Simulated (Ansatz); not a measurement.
## Sn: Li interstitial (started 2.13 Å from the nearest host atom), symmetric start

Start from an 8-atom supercell of Sn (space group I4_1/amd, No. 141; a = 5.947 Å, c = 3.212 Å) at its relaxed geometry.

Modification: one Li atom is added in an open site, starting 2.13 Å from the nearest host atom, atoms relaxed at fixed cell.

Calculations: plane-wave PAW DFT at the PBE level (Ansatz, a first-principles code, 420 eV), without spin-orbit coupling, earlier PAW set. Settings: 7×7×7 k-points, 0.05 eV Fermi–Dirac smearing.

The pressure goes up by 4.4 GPa (0.1 GPa → 4.5 GPa) and the largest displacement of a host atom from its site in the perfect cell is 0.53 Å. The final site of the added atom is 7 Sn at 2.61–2.90 Å.

Final structure:

```
LiSn8
1.0
   -5.94710     0.00000     3.21219
    0.00000     0.00000     6.42439
    0.00000     5.94710    -3.21219
Sn Li
8 1
Direct
  0.00940   0.31206   0.50000
  0.50000   0.67855   0.99060
  0.93530   0.84994   0.49787
  0.50213   0.21263   0.06470
  0.98787   0.99196   0.01125
  0.46996   0.28004   0.53004
  0.98875   0.53141   0.01213
  0.54157   0.70843   0.45843
  0.23169   0.01831   0.76831
```

The cell is small, so the values are those of an ordered compound at a high defect concentration; dilute-limit values will differ. The defect started on the symmetric site and kept its symmetry, so it may sit on a saddle. The defect cell is not spin-polarised.
